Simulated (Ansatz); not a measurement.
TlCl in the NiAs type structure (space group P6_3/mmc, No. 194; a hypothetical phase, not in the database extracts checked)

```
CELL_PARAMETERS angstrom
      4.50141     0.00000     0.00000
     -2.25071     3.89834     0.00000
      0.00000     0.00000     7.91954
ATOMIC_POSITIONS crystal
  Tl 0.00000 0.00000 0.00000
  Tl 0.00000 0.00000 0.50000
  Cl 0.33333 0.66667 0.25000
  Cl 0.66667 0.33333 0.75000
```

Computed with PBE (Ansatz, a quantum-chemistry and plane-wave program), scalar-relativistic without spin-orbit coupling. Settings: 9×9×4 k-points, 0.05 eV Fermi–Dirac smearing.

```json
{
 "volume_per_atom": "34.74 Å³",
 "density": "5.73 g/cm³",
 "band_gap": "2.20 eV, direct at Γ",
 "electron_mass": "0.20 mₑ along c, 0.44 mₑ across",
 "hole_mass": "0.29 mₑ along c, 0.66 mₑ across",
 "total_energy": "-6262.835 eV/atom (σ→0; compares only within this code and set-up)"
}
```

With Tl present, leaving out spin-orbit coupling can change the band edges. Masses are band curvatures over ±0.01 Å⁻¹ around the edge. Whether these cells are dynamically stable was not tested.
